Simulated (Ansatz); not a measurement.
Start from CdS in the zinc blende structure (space group F-43m, No. 216; a = 5.8791 Å).

Level of theory: r2SCAN, PAW, 500 eV (Ansatz, an electronic-structure program; without spin-orbit coupling), earlier PAW set.

Base values:

- Electron mass: 0.15 mₑ (at Γ)
- Width of the top valence band: 2.16 eV
- Gap character: direct at Γ
- Lattice parameter a: 5.879 Å

The change: cell and atoms relaxed at a pressure of 15 GPa.

### Question
What happens to the electron mass, width of the top valence band, gap character and lattice parameter a?

### Answer
The electron mass changes from 0.15 mₑ (at Γ) to 0.17 mₑ (at Γ); the width of the top valence band rises by 0.66 eV to 2.82 eV; the gap character remains direct at Γ; the lattice parameter a shrinks by 0.323 Å to 5.556 Å.

Load acts through the strain it causes; cell and atoms are relaxed under it. Masses are band curvatures over ±0.01 Å⁻¹ around the edge. Whether these cells are dynamically stable was not tested. Tetrahedral semiconductors of this kind turn to denser phases somewhere between about 1 and 50 GPa; those were not computed, so compressed cells here can lie past the real transition.
